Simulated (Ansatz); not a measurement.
# MoTe2 in the 2H-MoS2 type structure (space group P6_3/mmc, No. 194; layered, stacked along the Cartesian z axis)

```xyz
6
Lattice="3.4966 0.0000 0.0000 -1.7483 3.0282 0.0000 0.0000 0.0000 13.6958" Properties=species:S:1:pos:R:3 pbc="T T T"
Mo     0.0000     2.0188    10.2719
Mo     1.7483     1.0094     3.4240
Te     0.0000     2.0188     1.6069
Te     1.7483     1.0094     8.4548
Te     1.7483     1.0094    12.0890
Te     0.0000     2.0188     5.2411
```

Computed with Kohn–Sham DFT with the PBE-D3(BJ) functional, run in Ansatz (a first-principles code) with PAW and 420 eV plane waves, no spin-orbit coupling. k-mesh 11×11×3 (Γ-centred); smearing 0.05 eV (Fermi–Dirac).

- Volume per atom = 24.17 Å³
- Density = 8.04 g/cm³
- Band gap = 0.60 eV, indirect, Γ → K–Γ (44 % along)
- Total energy = -6306.106 eV/atom (σ→0; compares only within this code and set-up)

With Te present, leaving out spin-orbit coupling can change the band edges. No phonon test of stability was made. The program warned that a D3 coordination switch lies within reach, so dispersion energies are less smooth here.
